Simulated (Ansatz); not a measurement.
## Fermi-surface data of LaWN₃ (R-3c)

Data:

```xyz
10
Lattice="2.8162 1.6259 4.5419 -2.8162 1.6259 4.5419 0.0000 -3.2518 4.5419" Properties=species:S:1:pos:R:3 pbc="T T T"
La     0.0000     0.0000    10.2192
La     0.0000     0.0000     3.4064
W      0.0000     0.0000     0.0000
W      0.0000     0.0000     6.8128
N     -1.2673     1.0569     5.6773
N      1.2673    -1.0569     7.9482
N     -0.2816    -1.6259     5.6773
N      0.2816     1.6259     7.9482
N      1.5489     0.5691     5.6773
N     -1.5489    -0.5691     7.9482
```

All values below come from PBEsol, rigid bands (plane waves, PAW, scalar-relativistic; Ansatz, a first-principles code). Cell: cell and atoms relaxed with PBEsol.

The density of states at the Fermi level comes out as 1.67 states/(eV·cell), both spins and the bare Sommerfeld coefficient comes out as 0.39 mJ/(mol of atoms·K²). The drude plasma energy comes out as 1.69 (x), 1.69 (y), 1.95 (z) eV. The root-mean-square Fermi velocity comes out as 3.0e5 m/s and the resistivity times τ is 170 (x), 170 (y), 129 (z) ×10⁻²² Ω·m·s.

A metal at this level (no band gap); rigid bands, thermally averaged at 300 K, both spins. Spin-orbit coupling is left out, which matters with elements this heavy. τ is one relaxation time for all states.

Computed structure, not matched to a measured one here, so possibly hypothetical: LaWN3 (R-3c).
